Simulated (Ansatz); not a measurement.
Structures of equal composition on the (000-1) surface of 4H silicon carbide (C plane on top): (√3x√3)R30° Ga adatom at H3; (√3x√3)R30° Ga adatom at T4. The slabs share one bottom face, and each structure is named by its start. These are constructed structures in small cells; real faces may alloy, dewet or reconstruct in larger ones, and not all known structures of the face are among them. Slabs of about 11 Å with all that they carry, Fermi-Dirac smearing of 0.025 eV. Bottom of the slabs: H caps. Relaxed from the named starts with such symmetry as they have, on meshes of like density; energies extrapolated to zero smearing; no spin-orbit coupling, no U. Spin-polarised runs, if any, are marked in brackets, and their order is one that fits the cell; the others ran without spin. Where a second, spin-polarised start was run, the lower counts.

Host crystal: 4H silicon carbide, with a band gap (PBE, scalar-relativistic without spin-orbit coupling).

Calculation: HSE06, at the PBE geometry (plane waves to 420 eV, PAW; Ansatz, a program for electronic structure).

### Question
Order them by energy per 1x1 cell (lowest first) at the level HSE06, at the PBE geometry.

### Answer
(√3x√3)R30° Ga adatom at H3 (0.000 eV), (√3x√3)R30° Ga adatom at T4 (0.207 eV)
